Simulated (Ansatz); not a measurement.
**tetragonal WSi2 (1 1 0) on zinc-blende InSb (1 1 1) (film strained to the substrate, started from cuts of the bulks and a machine-learned relaxation; slabs In4Sb4 and Si8W4, which can lie off the formulas)**

A periodic stack without vacuum, tetragonal WSi2 (1 1 0) on zinc-blende InSb (1 1 1) (film strained to the substrate, started from cuts of the bulks and a machine-learned relaxation; slabs In4Sb4 and Si8W4, which can lie off the formulas): substrate slab In4Sb4, film Si8W4, surface cells [[0, -1], [1, -1]] and [[-1, -1], [0, -1]], film strained by +2.8 and +3.3 %, outermost planes In/Sb and SiW/SiW as cut, which need not be the usual terminations and can put a slab off its formula.

The start was prepared with a machine-learned potential, and the result is one local minimum, with the in-plane cell held and forces under 0.04 eV/Å; the film can end far from its bulk form.

Calculation: PBE (plane waves to 420 eV, PAW; Ansatz, a quantum-chemistry and plane-wave program). No spin–orbit coupling; the runs are not spin-polarised. Its k-point mesh 8×8×1, Fermi–Dirac width 0.05 eV.

interface area: 19.1 Å²
period: 24.19 Å
heights between the nearest atoms of the two slabs at the two interfaces: 2.68 and 2.34 Å
In–Si contacts across the interfaces within 1.22 times the sum of covalent radii: 2, mean 2.84 Å
Sb–W contacts across the interfaces within 1.22 times the sum of covalent radii: 2, mean 3.06 Å
In–W contacts across the interfaces within 1.22 times the sum of covalent radii: 1, mean 2.97 Å

```xyz
20
Lattice="4.6919 0.0050 -0.1182 2.3484 4.0589 0.2080 -2.1909 0.2799 24.3257" Properties=species:S:1:pos:R:3 pbc="T T T"
In     1.2134     2.5187     1.3331
In     3.1004     3.4879     5.0186
In     3.2506     0.5383     8.6649
In     1.0459     1.6050    12.6382
Sb     3.5754     3.8620     2.1438
Sb     3.1286     0.7249     5.7673
Sb     0.9302     1.8256     9.7616
Sb     3.4149     2.8923    13.7291
Si     1.1172     4.0737    16.5475
Si     1.1897     1.3267    16.3749
Si     0.0387     1.8711    18.6864
Si     2.3850     3.2273    18.7186
Si     1.2552     3.7622    21.0740
Si     1.2781     1.0409    20.9112
Si     0.1479     1.5314    23.2019
Si     2.4438     2.8758    23.1743
W      3.4985     2.6997    16.4850
W      2.3845     0.5191    18.6014
W      3.6206     2.4101    20.9253
W      2.5069     0.1969    23.0101
```
